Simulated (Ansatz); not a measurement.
Consider YN in the rock salt structure (space group Fm-3m, No. 225).

```
YN
1.0
    0.00000     2.44784     2.44784
    2.44784     0.00000     2.44784
    2.44784     2.44784     0.00000
N Y
1 1
Direct
  0.00000   0.00000   0.00000
  0.50000   0.50000   0.50000
```

Cartesian axes are those of the cell as printed.

Level of theory: Ansatz (a quantum-chemistry and plane-wave program), r2SCAN, PAW, cutoff 500 eV, scalar-relativistic without spin-orbit coupling.

One thing is altered: an isotropic linear strain of −0.54 %; the atoms relax in the strained cell.

### Question
Predict the stress tensor and what it implies for the stiffness.

### Answer
Stress of the strained cell less that of the base (GPa, compression positive):
```
   2.85    0.00    0.00
   0.00    2.85    0.00
   0.00    0.00    2.85
```

Then B = −ΔP/(ΔV/V₀) with ΔV/V₀ = -0.0161 gives secant stiffness values (nonlinear terms included at this strain): B ≈ 177 GPa.

No phonon test of stability was made.
